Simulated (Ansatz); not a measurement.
An Ansatz (a first-principles code) run: hypothetical bcc (W type) B; Ansatz PBE, no spin-orbit coupling.

Input:

Ansatz 0.2 input:
```yaml
crystal:
  lattice:
    - [-1.1533286003, 1.1533286003, 1.1533286003]
    - [1.1533286003, -1.1533286003, 1.1533286003]
    - [1.1533286003, 1.1533286003, -1.1533286003]
  atoms:
    - { symbol: B, position: [0, 0, 0] }
basis: { ecutwfc: 420, ecutrho_ratio: 4, xc_grid: 2, fft_grid_basis: typed }
kpoints: { mp_grid: { grid: [28, 28, 28] } }
hamiltonian:
  xc: pbe
  dispersion: none
  pseudopotentials: { kind: paw }
scf: { occupations: { method: fermi_dirac, width: 0.05 }, convergence: { dr2_threshold: 0.0000000001 } }
output: { forces: true, stress: true }
checkpoint: { write: state.ck, write_every: 1000 }
```

Output:

```
WARN ansatz: RAYON_NUM_THREADS=2 ignored (pool sized by the plan → 2); use --threads N
Pseudopotentials: kind: paw
Pseudopotential: B, paw, valence charge 3
Functional definition: PBE
Crystal: 1 atoms, lattice volume = 6.136 Å³
Basis set: ecut = 420 eV, 135 PW (Γ), exchange–correlation on 30×30×30 points (8 copies of the dense FFT grid, shifted against one another)
Bands: 6, of which v1, the nominal top of the filled ones, is band 2 counted from 1 (1 counted from 0)
Symmetry: 48 space group operations
Space group: Im-3m (ITA 229), of the structure as read, at distance tolerance 1.8e-5 Å
k-points: 624 of 21952
Initial density: superposition of atomic densities (neutral atoms: chi_scale 0, normalization atom), corrected by the library's trained network
Initial wavefunctions: pseudopotential atomic-orbital guess
Eigensolver: davidson
Functional: x = pbe(κ = 0.804, μ = 0.2195149727645171), c = pbe(β = 0.06672455060314922)
SCF iter   1: F=—  HF=-154.200640 eV  |F-HF|=—  |Δ(HF+E_count)|=         —  Δρ=3.80e-3  dr2=4.39e-4  ethr=1.77e-3  ⟨swp⟩=4.4  Hψ=27798  notcnv=0
all-band conjugate gradients solve this SCF's bands
preconditioner: auto → none
SCF iter   2: F=—  HF=-154.200577 eV  |F-HF|=—  |Δ(HF+E_count)|=   6.34e-5  Δρ=1.89e-3  dr2=1.06e-4  ethr=1.46e-5  ⟨swp⟩=1.0  Hψ=8736  notcnv=0
SCF iter   3: F=—  HF=-154.200576 eV  |F-HF|=—  |Δ(HF+E_count)|=   4.34e-7  Δρ=9.76e-5  dr2=3.45e-7  ethr=3.52e-6  ⟨swp⟩=1.4  Hψ=3886  notcnv=0
SCF iter   4: F=—  HF=-154.200577 eV  |F-HF|=—  |Δ(HF+E_count)|=   3.07e-7  Δρ=2.56e-5  dr2=2.02e-8  ethr=1.15e-8  ⟨swp⟩=2.1  Hψ=4381  notcnv=0
SCF iter   5: F=—  HF=-154.200577 eV  |F-HF|=—  |Δ(HF+E_count)|=   1.64e-9  Δρ=3.79e-6  dr2=4.46e-10  ethr=6.74e-10  ⟨swp⟩=1.0  Hψ=3512  notcnv=0
SCF iter   6: F=-154.200577 eV  HF=-154.200577 eV  |F-HF|=5.68e-14  |Δ(HF+E_count)|=  2.82e-11  Δρ=2.85e-7  dr2=2.31e-12  ethr=3.33e-12  ⟨swp⟩=3.9  Hψ=8038  notcnv=0
SCF 1 converged in 6 iterations: F = -154.200577 eV  dr2 = 2.31e-12
SCF converged after 6 iterations
Free energy (F): -154.200577 eV
Harris-Foulkes:  -154.200577 eV  (|F-HF|=5.68e-14)
Internal energy: -154.198988 eV  (E = F + TS)
E sigma→0 (E₀):  -154.199783 eV
Entropy (-TS):   -0.001588 eV (-1.588 meV/atom)
Fermi energy:    13.764074 eV
--- Per-component energies (eV) ---
  E_band       = 18.066511
  E_kinetic    = 47.518318
  E_local      = -0.899884  (includes V_loc(G=0)·N_el)
  E_nonlocal   = 11.713987
  E_hartree    = 0.209309
  E_xc         = -32.154990
  E_vxc        = -38.241942  (∫ρ·V_xc dr)
  E_paw        = -78.352710  (= ΣΔE_a)
  E_vpaw       = -2.442584  (= ΣTr[D̂ρ^β])
  E_aug_tail   = -0.000002  (compensation charges beyond the density's cutoff)
  E_ewald      = -102.233016
  E_smearing   = -0.001588  (= −TS)
  E_closure    = 0.000000  (closes the sum)
  Σ components = -154.200577   (vs F -154.200577, Δ=0.00e0)
  [band-id]    e_kinetic+e_local+e_nonlocal+2·e_hartree+e_vxc+e_vpaw+e_augmentation_tail = 18.066510   (vs E_band 18.066511, Δ=-1.06e-6)
--- Forces (eV/Å), atoms counted from 1 ---
  atom   1  B      0.00000000    -0.00000000     0.00000000
  max |Σ_I F_I| component: 7.96e-33 eV/Å
--- Stress (GPa, compression-positive) ---
        0.000889      -0.000000       0.000000
        0.000000       0.000889      -0.000000
       -0.000000       0.000000       0.000889
  P = ⅓ Tr σ = 0.0009 GPa (0.009 kbar)
  The stress holds the Pulay correction. Without it, at fixed plane waves, as pw.x and ABINIT print it: P = -0.3452 GPa
  The stress includes an estimate of the error left by incomplete SCF convergence (largest component 0.0000 GPa).
--- Band table ---
  band table: none
```

Whether these cells are dynamically stable was not tested. The cell is B in the bcc (W type) structure (space group Im-3m, No. 229; a hypothetical phase, not in the database extracts checked).
